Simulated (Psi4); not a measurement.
Psi4 1.11, B3LYP/def2-svp: Ge(H)2(SH)2 ([SH][GeH2][SH]), 7 atoms. The geometry is a generated start, not checked to be a minimum at this level.

```
Property                             Result
--------------------------  ---------------
task                                 energy
method                                b3lyp
basis                              def2-svp
memory                                 3 GB
maxiter                                 100
keys of the molecule block      symmetry c1
scf_type                       df (default)
e_convergence               1e-06 (default)
d_convergence               1e-06 (default)
dft_radial_points              75 (default)
dft_spherical_points          302 (default)
basis functions                          88
grid points                          150500
```

```xyz
7

Ge    -0.6819    -0.0857     0.0259
S      0.3435     1.7816     0.6360
S      0.7602    -1.5989    -0.7084
H     -1.4403    -0.5731     1.2401
H     -1.6579     0.1506    -1.1046
H      1.1242     1.8253    -0.4365
H      1.5523    -1.4999     0.3475
```

With the defaults (diis = true, scf_initial_accelerator = adiis, damping_percentage = 0, guess = auto, which took SAD, diis_max_vecs = 10, level_shift = 0, level_shift_cutoff = 0.01) it converges in 8 SCF iterations. One run each on 2 threads, with these changes:
- guess = huckel
- level_shift = 0.5, level_shift_cutoff = 0.001
- diis = false, scf_initial_accelerator = none, damping_percentage = 60
- damping_percentage = 20
- guess = sap
- diis_max_vecs = 6
- guess = sadno
- scf_initial_accelerator = none
- diis_max_vecs = 3

Q: Name the settings that don't reach the solution of the defaults.

A: No convergence: diis = false, scf_initial_accelerator = none, damping_percentage = 60 (the run ends without SCF convergence in 100 iterations). The rest reach the solution of the defaults.

```json
[
 {"setting": "the defaults", "SCF iterations": "8", "end": "same solution"},
 {"setting": "guess = sap", "SCF iterations": "8", "end": "same solution"},
 {"setting": "scf_initial_accelerator = none", "SCF iterations": "8", "end": "same solution"},
 {"setting": "level_shift = 0.5, level_shift_cutoff = 0.001", "SCF iterations": "8", "end": "same solution"},
 {"setting": "diis_max_vecs = 6", "SCF iterations": "8", "end": "same solution"},
 {"setting": "guess = sadno", "SCF iterations": "9", "end": "same solution"},
 {"setting": "guess = huckel", "SCF iterations": "9", "end": "same solution"},
 {"setting": "diis_max_vecs = 3", "SCF iterations": "11", "end": "same solution"},
 {"setting": "damping_percentage = 20", "SCF iterations": "22", "end": "same solution"},
 {"setting": "diis = false, scf_initial_accelerator = none, damping_percentage = 60", "SCF iterations": "100", "end": "no convergence"}
]
```

1 further run of the study ended by our limits or in an error and is left out.
